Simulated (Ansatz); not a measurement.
BiVO4 (I4₁/a, No. 88; start COD 9012062; high-temperature phase): properties by level of theory

| level (code) | equilibrium lattice constant a (Å) | c axis length (Å) |
|---|---|---|
| LDA (Ansatz) | 5.063 | 11.431 |
| PBE (Ansatz) | [?] | 11.780 |
| PBEsol (Ansatz) | [?] | 11.576 |
| PBE-D3(BJ) (Ansatz) | 5.135 | [?] |
| r²SCAN (Ansatz) | 5.121 | 11.621 |

Task: Fill in the missing entries.

Result: 
- PBE (Ansatz, a quantum-chemistry and plane-wave program), equilibrium lattice constant a (Å): 5.166
- PBEsol (Ansatz), equilibrium lattice constant a (Å): 5.107
- PBE-D3(BJ) (Ansatz), c axis length (Å): 11.668

Caveats: the relaxation could not lower the start's symmetry, so the cell can be a saddle point above a distorted one (LDA, PBE, PBEsol, PBE-D3(BJ), r²SCAN). Ansatz's density-functional and Hartree–Fock values are scalar-relativistic unless marked +SOC, with PAW data made under PBE.

The crystal itself was run without spin with LDA, PBE, PBEsol, PBE-D3(BJ), r²SCAN.

The computed numbers hold no vibrational or temperature effects.
